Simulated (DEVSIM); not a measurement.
System: abrupt InP n-p junction, at 300 K.

```csv
layer (left to right),material,thickness (μm),Nd (cm⁻³),Na (cm⁻³),τn (s),τp (s)
1,InP,21.0,2.5e16,-,2.2e-8,2.2e-8
2,InP,31.0,-,4e17,2.2e-8,2.2e-8
```

Left contact: ohmic. Right contact: ohmic. Voltage is applied to the left contact. Recombination: SRH at mid-gap, radiative. Mobility is μmin + (μ − μmin)/(1 + (N/Nref)^α).

The device is made up for the run: typed textbook-type constants, with dimensions and the other settings drawn at random. Values at 300 K.

| parameter | InP |
|---|---|
| gap (eV) | 1.344 |
| affinity (eV) | 4.38 |
| permittivity | 12.5 |
| Nc (cm⁻³) | 5.7e17 |
| Nv (cm⁻³) | 1.1e19 |
| μn (cm²/Vs) | 5200 |
| μp (cm²/Vs) | 170 |
| μn,min | 400 |
| μp,min | 10 |
| Nref,n | 3e17 |
| Nref,p | 4.9e17 |
| αn | 0.47 |
| αp | 0.62 |
| B (cm³/s) | 1.2e-10 |

Model (solved in DEVSIM): 1D drift-diffusion, Boltzmann statistics, complete ionisation; no tunnelling, impact ionisation, image-force lowering or self-heating.

The minority lifetime in layer 1 was swept, all else fixed.

| minority lifetime in layer 1 (s) | dark forward voltage at 1 A/cm² (V) | dark forward voltage at 100 A/cm² (V) |
|---|---|---|
| 6.6e-10 | 0.954 | 1.167 |
| 2.2e-9 | 0.969 | 1.170 |
| 6.6e-9 | 0.982 | 1.173 |
| 2.2e-8 | 0.994 | 1.178 |
| 6.6e-8 | 1.003 | 1.181 |
| 2.2e-7 | 1.010 | 1.183 |
| 6.6e-7 | 1.013 | 1.183 |

From the first row to the last the dark forward voltage at 1 A/cm² goes from 0.954 to 1.013. From the first row to the last the dark forward voltage at 100 A/cm² goes from 1.167 to 1.183.
